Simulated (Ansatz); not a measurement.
Q: Name crystals whose logarithmic mean phonon energy lies between 23 and 35 meV and whose electron-phonon coupling λ lies between 0.14 and 0.22, by PBEsol, DFPT electron-phonon coupling, linearised Boltzmann equation run with Ansatz (a program for electronic structure).

A: Many crystals can fit; among those computed here:
- Be$_{2}$Ag (Fd-3m): 32 meV, 0.197
- TiAl2 (Cmmm): 28 meV, 0.191
- LiFeP (P4/nmm): 27 meV, 0.159
- Sc3InN (Pm-3m): 31 meV, 0.156
- NbN (P6_3/mmc): 32 meV, 0.184

Metals; harmonic phonons. Halving the electron mesh moves these values by up to 5 %; q meshes are mostly untested. Some of the runs warned that the eigensolver left states short of its tolerance. Spin-orbit coupling is left out.

Formula and space group known from diffraction (Crystallography Open Database), not checked to be the room-temperature form: Be2Ag (Fd-3m), LiFeP (P4/nmm), Sc3InN (Pm-3m), TiAl2 (Cmmm). Treated as nonmagnetic (a ferromagnetic start lost its moment, other orders weren't tried): LiFeP (P4/nmm).
